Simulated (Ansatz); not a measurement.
SiNF (model structure, Pmn2₁, No. 31, 6 atoms in the cell), treated with r²SCAN+rVV10 in Ansatz (plane waves, PAW).

Input:

Ansatz 0.2 input:
```yaml
crystal:
  lattice:
    - [2.8915753904, 0.0, 0.0]
    - [0.0, 4.8224935811, 0.0]
    - [0.0, 0.0, 4.8286365886]
  atoms:
    - { symbol: Si, position: [0.0, 0.3885828505, -0.0080291049] }
    - { symbol: N, position: [0.5, 0.4840785474, 0.8252013887] }
    - { symbol: F, position: [0.0, 0.0600737972, 0.0161607162] }
    - { symbol: Si, position: [0.5, 0.6114171495, 0.4919708951] }
    - { symbol: N, position: [0.0, 0.5159214526, 0.3252013887] }
    - { symbol: F, position: [0.5, 0.9399262028, 0.5161607162] }
basis:
  ecutwfc: 560
  ecutrho_ratio: 4
  xc_grid: 3
kpoints:
  mp_grid: { grid: [12, 6, 8] }
  band_path:
    path:
      - [0.0, 0.0, 0.0]
      - [0.045455, 0.0, 0.0]
      - [0.090909, 0.0, 0.0]
      - [0.136364, 0.0, 0.0]
      - [0.181818, 0.0, 0.0]
      - [0.227273, 0.0, 0.0]
      - [0.272727, 0.0, 0.0]
      - [0.318182, 0.0, 0.0]
      - [0.363636, 0.0, 0.0]
      - [0.409091, 0.0, 0.0]
      - [0.454545, 0.0, 0.0]
      - [0.5, 0.0, 0.0]
      - [0.5, 0.083333, 0.0]
      - [0.5, 0.166667, 0.0]
      - [0.5, 0.25, 0.0]
      - [0.5, 0.333333, 0.0]
      - [0.5, 0.416667, 0.0]
      - [0.5, 0.5, 0.0]
      - [0.454545, 0.5, 0.0]
      - [0.409091, 0.5, 0.0]
      - [0.363636, 0.5, 0.0]
      - [0.318182, 0.5, 0.0]
      - [0.272727, 0.5, 0.0]
      - [0.227273, 0.5, 0.0]
      - [0.181818, 0.5, 0.0]
      - [0.136364, 0.5, 0.0]
      - [0.090909, 0.5, 0.0]
      - [0.045455, 0.5, 0.0]
      - [0.0, 0.5, 0.0]
      - [0.0, 0.416667, 0.0]
      - [0.0, 0.333333, 0.0]
      - [0.0, 0.25, 0.0]
      - [0.0, 0.166667, 0.0]
      - [0.0, 0.083333, 0.0]
      - [0.0, 0.0, 0.083333]
      - [0.0, 0.0, 0.166667]
      - [0.0, 0.0, 0.25]
      - [0.0, 0.0, 0.333333]
      - [0.0, 0.0, 0.416667]
      - [0.0, 0.0, 0.5]
      - [0.045455, 0.0, 0.5]
      - [0.090909, 0.0, 0.5]
      - [0.136364, 0.0, 0.5]
      - [0.181818, 0.0, 0.5]
      - [0.227273, 0.0, 0.5]
      - [0.272727, 0.0, 0.5]
      - [0.318182, 0.0, 0.5]
      - [0.363636, 0.0, 0.5]
      - [0.409091, 0.0, 0.5]
      - [0.454545, 0.0, 0.5]
      - [0.5, 0.0, 0.5]
      - [0.5, 0.083333, 0.5]
      - [0.5, 0.166667, 0.5]
      - [0.5, 0.25, 0.5]
      - [0.5, 0.333333, 0.5]
      - [0.5, 0.416667, 0.5]
      - [0.5, 0.5, 0.5]
      - [0.454545, 0.5, 0.5]
      - [0.409091, 0.5, 0.5]
      - [0.363636, 0.5, 0.5]
      - [0.318182, 0.5, 0.5]
      - [0.272727, 0.5, 0.5]
      - [0.227273, 0.5, 0.5]
      - [0.181818, 0.5, 0.5]
      - [0.136364, 0.5, 0.5]
      - [0.090909, 0.5, 0.5]
      - [0.045455, 0.5, 0.5]
      - [0.0, 0.5, 0.5]
      - [0.0, 0.416667, 0.5]
      - [0.0, 0.333333, 0.5]
      - [0.0, 0.25, 0.5]
      - [0.0, 0.166667, 0.5]
      - [0.0, 0.083333, 0.5]
      - [0.5, 0.0, 0.083333]
      - [0.5, 0.0, 0.166667]
      - [0.5, 0.0, 0.25]
      - [0.5, 0.0, 0.333333]
      - [0.5, 0.0, 0.416667]
      - [0.0, 0.5, 0.083333]
      - [0.0, 0.5, 0.166667]
      - [0.0, 0.5, 0.25]
      - [0.0, 0.5, 0.333333]
      - [0.0, 0.5, 0.416667]
      - [0.5, 0.5, 0.083333]
      - [0.5, 0.5, 0.166667]
      - [0.5, 0.5, 0.25]
      - [0.5, 0.5, 0.333333]
      - [0.5, 0.5, 0.416667]
    npoints: 1
hamiltonian:
  xc: r2scan
  dispersion: rvv10
  pseudopotentials: { kind: paw }
scf:
  occupations: { method: fermi_dirac, width: 0.01 }
  convergence: { dr2_threshold: 0.0000000006 }
output:
  forces: true
  stress: true
  eigenvalues: true
  write_bands: true
```

Output (set-up and result lines):

```
Crystal: 6 atoms, lattice volume = 67.333 Å³
Basis set: ecut = 560 eV, 2055 PW (Γ), exchange–correlation on 72×120×120 points (27 copies of the dense FFT grid, shifted against one another)
Bands: 22, of which v1, the nominal top of the filled ones, is band 16 counted from 1 (15 counted from 0)
Symmetry: 4 space group operations
Space group: Pmn21 (ITA 31), of the structure as read, at distance tolerance 4.1e-5 Å
k-points: 140 of 576 (time reversal used)
Functional: x = r2scan, c = r2scan + rvv10(b = 11.95, C = 0.0093); τ floored in thin density (d = 2e-4 eV/Å³)
SCF iter   1: F=—  HF=-3672.283294 eV  |F-HF|=—  |Δ(HF+E_count)|=         —  Δρ=7.88e-3  dr2=3.69e-2  dr2_τ=5.50e-1
SCF iter   2: F=—  HF=-3672.434561 eV  |F-HF|=—  |Δ(HF+E_count)|=   1.51e-1  Δρ=4.95e-3  dr2=6.40e-3  dr2_τ=8.45e-4
  ...
SCF iter   7: F=—  HF=-3672.434283 eV  |F-HF|=—  |Δ(HF+E_count)|=   1.37e-6  Δρ=6.15e-6  dr2=9.26e-9  dr2_τ=9.22e-10
SCF iter   8: F=-3672.434283 eV  HF=-3672.434283 eV  |F-HF|=1.75e-10  |Δ(HF+E_count)|=   1.18e-8  Δρ=8.51e-7  dr2=1.92e-10  dr2_τ=3.82e-11
SCF 1 converged in 8 iterations: F = -3672.434283 eV  dr2 = 1.92e-10
SCF converged after 8 iterations
Free energy (F): -3672.434283 eV
Internal energy: -3672.434283 eV  (E = F + TS)
E sigma→0 (E₀):  -3672.434283 eV
Fermi energy:    7.578882 eV
--- Forces (eV/Å), atoms counted from 1 ---
  atom   1  Si     0.00000000     0.00002372    -0.00025475
  atom   2  N      0.00000000     0.00041401    -0.00011435
  atom   3  F     -0.00000000     0.00088759     0.00033991
  atom   4  Si     0.00000000    -0.00002372    -0.00025475
  atom   5  N      0.00000000    -0.00041401    -0.00011435
  atom   6  F      0.00000000    -0.00088759     0.00033991
--- Stress (GPa, compression-positive) ---
        0.000560       0.000000       0.000000
        0.000000      -0.009612       0.000000
        0.000000       0.000000      -0.001747
  P = ⅓ Tr σ = -0.0036 GPa (-0.036 kbar)
```

The PAW data were made under PBE.

Note: the relaxation could raise the start's symmetry but not lower it, so the cell can be a saddle point.

It cost around 30 core-seconds (rough) of CPU time.

A model structure was made by putting elements into a prototype or built by hand; it is no filed structure, need not be a known phase, and can be a saddle point held by its symmetry.

Ansatz is a first-principles code.
